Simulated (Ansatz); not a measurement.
An Ansatz (an electronic-structure program) input (DFT with r2SCAN, PAW potentials and a 500 eV plane-wave cutoff in Ansatz, spin-orbit coupling left out, earlier PAW set):

Ansatz 0.2 input:
```yaml
crystal:
  lattice:
    - [0.0536878715, 4.1160346219, 4.2609421845]
    - [2.4438857463, 0, 4.2910586777]
    - [2.3901978748, 4.1160346219, 0.0301164932]
  atoms:
    - { symbol: Si, position: [0.6624968649, 0.3375031351, 0.6624968649] }
    - { symbol: Si, position: [0.3375031351, 0.6624968649, 0.3375031351] }
    - { symbol: Si, position: [0.5875031351, 0.9124968649, 0.5875031351] }
    - { symbol: Si, position: [0.9124968649, 0.5875031351, 0.9124968649] }
    - { symbol: Ti, position: [0, 0, 0] }
    - { symbol: Ti, position: [0.25, 0.25, 0.25] }
basis: { ecutwfc: 500, ecutrho_ratio: 4, xc_grid: 4, fft_grid_basis: typed }
kpoints: { mp_grid: { grid: [13, 13, 13] } }
hamiltonian:
  xc: r2scan
  dispersion: none
  pseudopotentials: { azcp: { folder: ./paw }, kind: paw }
scf: { occupations: { method: fermi_dirac, width: 0.05 }, convergence: { dr2_threshold: 0.0000000006 } }
relax: { f_tol: 0.005, max_steps: 50 }
output: { forces: true, stress: true }
checkpoint: { write: state.ck, write_every: 1000 }
```

Problem. Which symmetry and how many k-points will the program report, and about how many plane waves at Γ?

Solution. Space group C2/c (ITA 15) with 4 operations, k-points 595 of 2197, and 2123 plane waves at Γ.

The cells carry an imposed strain or load. Whether these cells are dynamically stable was not tested. All final runs are without spin polarisation. The cell was made from TiSi2 (space group Fddd, No. 70) by this change: tensor shear ε_xz = +1.26 %.
